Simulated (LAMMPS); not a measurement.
System: a melt made from CdSe (zinc blende), 216 atoms, at 1350 K and 0 GPa, brought to that temperature within a few picoseconds.

All values are model results, not measurements: classical MD, pair style bop, file CdTeSe.bop.table (LAMMPS).

Question: What does the simulation give for the state found, the volume per atom, the enthalpy per atom?

Answer: state found: liquid; volume per atom: 29.4 ± 0.1 Å³/atom; enthalpy per atom: -1.837 ± 0.006 eV/atom.

Caution: enthalpy drifts during the constant-pressure average: a transition or slow ageing; fluctuation values are void. Caution: a run this short can hold a crystal over, or a liquid under, the potential's own melting point, which these runs don't give. Caution: the real compound melts congruently only under the pressure of its own vapour and loses its more volatile element when open.
